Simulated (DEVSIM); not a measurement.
System: Ge n-i-p diode, at 300 K.

| layer (left to right) | material | thickness (μm) | Nd (cm⁻³) | Na (cm⁻³) | τn (s) | τp (s) |
|---|---|---|---|---|---|---|
| 1 | Ge | 0.300 | 2.8e18 | - | 2.1e-5 | 2.1e-5 |
| 2 | Ge | 23.0 | - | 2e12 | 2.1e-5 | 2.1e-5 |
| 3 | Ge | 2.30 | - | 1.8e18 | 2.1e-5 | 2.1e-5 |

Left contact: ohmic. Right contact: ohmic. Voltage is applied to the left contact. Recombination: SRH at mid-gap, radiative. Mobility is μmin + (μ − μmin)/(1 + (N/Nref)^α).

The device is made up for the run: typed textbook-type constants, with dimensions and the other settings drawn at random. Values at 300 K. The table also holds parameters that only a changed run uses.

| parameter | Ge |
|---|---|
| gap (eV) | 0.664 |
| affinity (eV) | 4 |
| permittivity | 16 |
| Nc (cm⁻³) | 1.04e19 |
| Nv (cm⁻³) | 6e18 |
| μn (cm²/Vs) | 3900 |
| μp (cm²/Vs) | 1900 |
| μn,min | 150 |
| μp,min | 100 |
| Nref,n | 2.6e17 |
| Nref,p | 4e17 |
| αn | 0.56 |
| αp | 0.6 |
| B (cm³/s) | 6.4e-14 |
| Cn (cm⁶/s) | 1e-31 |
| Cp (cm⁶/s) | 1e-31 |

Model (solved in DEVSIM): 1D drift-diffusion, Boltzmann statistics, complete ionisation; no tunnelling, impact ionisation, image-force lowering or self-heating.

Base results: dark forward voltage at 1 A/cm² (V) 0.285; dark forward voltage at 100 A/cm² (V) 0.412.

Q: What follows from this one change: thickness of layer 2 23 → 39 μm?

A: dark forward voltage at 1 A/cm² little changed (0.284 V); dark forward voltage at 100 A/cm² 0.412 → 0.416 V.

Q: What follows from this one change: constant mobility in place of the doping-dependent one?

A: dark forward voltage at 1 A/cm² 0.285 → 0.253 V; dark forward voltage at 100 A/cm² 0.412 → 0.384 V.
